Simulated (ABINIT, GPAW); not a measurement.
An ABINIT input for a self-consistent single point of CuAgO2 (C2/m, 4 atoms in the cell) (DFT, LDA (PW92), plane waves, PAW (JTH v2.0 LDA PAW)):

```
# CuAgO2, JTH v2.0 LDA PAW
pp_dirpath "./"
pseudos "Cu.LDA_PW-JTH.xml, Ag.LDA_PW-JTH.xml, O.LDA_PW-JTH.xml"
acell 6.6106720466 6.6106720466 11.1356841344
rprim
         0.9184041481   -0.3956435526   -0.0000000000
         0.9184041481    0.3956435526    0.0000000000
        -0.3938809372    0.0000000000    0.9191614696
natom 4
ntypat 3
znucl 29 47 8
typat 1 2 3 3
xred
         0.5000000000    0.5000000000    0.5000000000
         0.0000000000    0.0000000000    0.0000000000
         0.8754500000    0.8754500000    0.2837700000
         0.1245500000    0.1245500000    0.7162300000
ecut 30
pawecutdg 60
pawxcdev 0
occopt 3
tsmear 0.1 eV
nband 28
kptopt 1
ngkpt 10 10 5
nshiftk 1
shiftk 0 0 0
nstep 60
toldfe 1.0e-09
prtwf 0
prtden 0
enunit 1
```

Question: Give the GPAW input for the same structure, mesh, smearing and functional.

Answer: One input that does it (others would too):

```python
from ase import Atoms
from ase.units import GPa
from gpaw import GPAW, PW, FermiDirac

atoms = Atoms(['Cu', 'Ag', 'O', 'O'],
              cell=[[3.212777, -1.384047, 0.000000],
                    [3.212777, 1.384047, 0.000000],
                    [-2.321042, 0.000000, 5.416389]],
              scaled_positions=[[0.500000, 0.500000, 0.500000],
                                [0.000000, 0.000000, 0.000000],
                                [0.875450, 0.875450, 0.283770],
                                [0.124550, 0.124550, 0.716230]],
              pbc=True)

calc = GPAW(mode=PW(900),
            xc='LDA',
            kpts={'size': (10, 10, 5), 'gamma': True},
            occupations=FermiDirac(0.1),
            nbands=-12,
            convergence={'density': 1e-05},
            symmetry={'symmorphic': False, 'tolerance': 0.0005},
            maxiter=100)

atoms.calc = calc

energy = atoms.get_potential_energy()
print('Energy (eV):', round(energy, 6))
forces = atoms.get_forces()
print('Forces (eV/Ang):')
print(forces.round(5))
stress = atoms.get_stress()
print('Stress (GPa, Voigt):', (stress / GPa).round(4))
```

Basis settings and potentials, where a program has them, do not carry over. This input uses DFT LDA (Perdew-Wang 92), plane waves, GPAW PAW datasets LDA (gpaw-data 1.0.1). LDA parametrisations can differ slightly between programs.

The starting cell comes from a database of computed structures (which also holds hypothetical and non-ambient phases and stackings), without a prior relaxation at this level. Its lattice was rescaled by a random factor within 2.5 % of one.
